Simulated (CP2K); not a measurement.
Input and output of a self-consistent single point for CdO (Fm-3m, 2 atoms in the cell) (CP2K).

Method of the run: PBE, GPW, DZVP-MOLOPT-SR-GTH basis, GTH-PBE potentials (GTH_POTENTIALS) run with CP2K.

The change in words: lattice scaled by 0.98. Reference geometry:
```
CdO
1.0
    3.32340     0.00000     0.00000
    1.66170     2.87815     0.00000
    1.66170     0.95938     2.71355
Cd O
1 1
Direct
  0.00000   0.00000   0.00000
  0.50000   0.50000   0.50000
```

Reference input (self-consistent single point, DFT PBE, GPW, DZVP-MOLOPT-SR-GTH basis, GTH-PBE potentials (GTH_POTENTIALS)): CUTOFF = 500 Ry; REL_CUTOFF = 50 Ry; SMEAR/METHOD = FERMI_DIRAC; ELECTRONIC_TEMPERATURE = 232.09 K; KPOINTS/SCHEME = MACDONALD 8 8 8 0.0625 0.0625 0.0625; XC_FUNCTIONAL = PBE; Cd/BASIS_SET = DZVP-MOLOPT-SR-GTH; Cd/POTENTIAL = GTH-PBE-q12; O/BASIS_SET = DZVP-MOLOPT-SR-GTH; O/POTENTIAL = GTH-PBE-q6; METHOD = GPW; EPS_DEFAULT = 1e-10. This run's input differs from it in these lines:

```diff
@@ -63,5 +63,5 @@
     &CELL
-      A 3.32340200 0.00000000 0.00000000
-      B 1.66170100 2.87815000 0.00000000
-      C 1.66170100 0.95938300 2.71354600
+      A 3.25693400 0.00000000 0.00000000
+      B 1.62846700 2.82058700 0.00000000
+      C 1.62846700 0.94019600 2.65927500
       PERIODIC XYZ
```

Output (repeated stretches shortened):

```
 SCF WAVEFUNCTION OPTIMIZATION

  Step     Update method      Time    Convergence         Total energy    Change
     1 NoMix/Diag. 0.30E+00      -     1.52892670       -62.2184507500 -6.22E+01
     2 Broy./Diag. 0.30E+00      -     0.16326340       -60.3107302748  1.91E+00
     3 Broy./Diag. 0.30E+00      -     0.18229765       -61.5347626257 -1.22E+00
     4 Broy./Diag. 0.30E+00      -     0.01545579       -62.1632594750 -6.28E-01
     5 Broy./Diag. 0.30E+00      -     0.02229417       -62.0143479170  1.49E-01
     6 Broy./Diag. 0.30E+00      -     0.00486187       -62.1025746536 -8.82E-02
   [... 3 lines left out ...]
    10 Broy./Diag. 0.30E+00      -     0.00004191       -62.0967401236 -3.22E-04
    11 Broy./Diag. 0.30E+00      -     0.00001521       -62.0968058573 -6.57E-05
    12 Broy./Diag. 0.30E+00      -     0.00001070       -62.0968434386 -3.76E-05
    13 Broy./Diag. 0.30E+00      -     0.00000099       -62.0968634141 -2.00E-05
  *** SCF run converged in    13 steps ***

  Overlap energy of the core charge distribution:               0.00000000004820
  Self energy of the core charge distribution:               -115.38375256161426
  Core Hamiltonian energy:                                     36.21685543663077
  Hartree energy:                                              27.30273112749320
  Exchange-correlation energy:                                -10.23268708236095
  Electronic entropic energy:                                  -0.00001033426718
  Fermi energy:                                                 0.27121220557895

  Total energy:                                               -62.09686341406968
  Total energy (extrapolated to T->0):                        -62.09685824693609

   [... lines left out ...]

 STRESS| Analytical stress tensor [bar]
 STRESS|                        x                   y                   z
 STRESS|      x        1.97357885968E+05   2.40011832584E+01   1.69713081364E+01
 STRESS|      y        2.40011832584E+01   1.97330818245E+05   9.69250723571E+00
 STRESS|      z        1.69713081364E+01   9.69250723571E+00   1.97323426009E+05
 STRESS| 1/3 Trace                                             1.97337376741E+05
```

The run converged in 13 iterations. Against the reference run the free energy goes up by 65.3 meV/atom and the pressure goes from 8.32 to 19.73 GPa.

The starting cell has typed, rounded lattice constants, without a prior relaxation at this level. For this run, on top of that: lattice scaled by 0.98. Values carry the incompleteness of an atom-centred basis. With a pressure of about 20 GPa the cell is away from its equilibrium volume at this level. The run gives no clean gap (levels at the Fermi energy touch, overlap or are partly filled at this smearing), which alone does not show that the compound is a metal.

Cost on one core of a shared machine: roughly 70 s.
